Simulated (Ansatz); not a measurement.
Levels about the gap of amorphous Si₃₀N₄₁Al (72 atoms in a cell of 809 Å³, 2.96 g/cm³; zone centre alone, so wide bands show as single levels with stretches between that a denser mesh fills), at the geometry that PBE relaxed, where it gives 0.2 GPa on a denser mesh. The participation number counts the atoms over which a state spreads; weights are charges in smoothed Voronoi cells. The levels come from a single point, so bond lengths are those of that geometry. Method of the levels: PBE, scalar-relativistic without spin-orbit coupling (Ansatz, a program for electronic structure). Sampling: the zone centre alone; Fermi-Dirac width 0.02 eV; no spin polarisation. At PBE the levels at the filled edge of the gap are localised (band-tail or defect states), and the nearest spread-out levels lie 2.7 eV apart at the zone centre.

The cell was made by melting and quenching with the CHGNet potential and then relaxed with DFT. N atoms were pushed apart under 1.9 Å during the dynamics, to hinder bonds among them. The hot cell started wider than the set density and was brought back towards it in steps. It is the lowest in DFT energy of 2 quenches. It is a model cell: composition and starting density were chosen by hand, and all elements were melted together. No dispersion term was used. Its density started from a set value of 2.96 and ended at 2.96 g/cm³. Cooling (nominally 380 K/ps over its main leg) ran many orders faster than in experiment, which tends to leave more defects and strain. Values belong to this one cell and scatter from quench to quench. The volume was held where the preparation left it, at a PBE pressure of 0.2 GPa. Stress components on the final sampling reach 5.0 GPa.

```csv
"E - E(highest filled), eV",filling,participation number,largest on,weight N,weight Si,weight Al
-0.74,filled,11.3,"N, 3 neighbours",0.89,0.10,0.00
-0.55,filled,15.5,"N, 3 neighbours",0.89,0.11,0.00
-0.51,filled,20.9,"N, 3 neighbours",0.90,0.10,0.00
-0.37,filled,17.1,"N, 3 neighbours",0.89,0.10,0.00
-0.29,filled,6.9,"N, 3 neighbours",0.90,0.08,0.01
-0.23,filled,8.4,"N, 3 neighbours",0.89,0.11,0.00
0.00,filled,9.1,"N, 3 neighbours",0.89,0.11,0.00
2.33,empty,16.9,"Si, 4 neighbours",0.49,0.50,0.01
2.83,empty,20.5,"Si, 5 neighbours",0.44,0.54,0.02
2.92,empty,12.4,"Si, 4 neighbours",0.44,0.55,0.01
3.25,empty,21.5,"Si, 4 neighbours",0.44,0.55,0.01
3.39,empty,10.8,"Si, 4 neighbours",0.44,0.55,0.01
3.62,empty,31.2,"Al, 4 neighbours",0.45,0.43,0.12
3.84,empty,28.9,"Al, 4 neighbours",0.46,0.43,0.10
```

Most localised among these is the filled level at -0.29 eV, on a N atom, which has 3 neighbours (Si 1.73 Å, Si 1.74 Å, Al 1.80 Å).
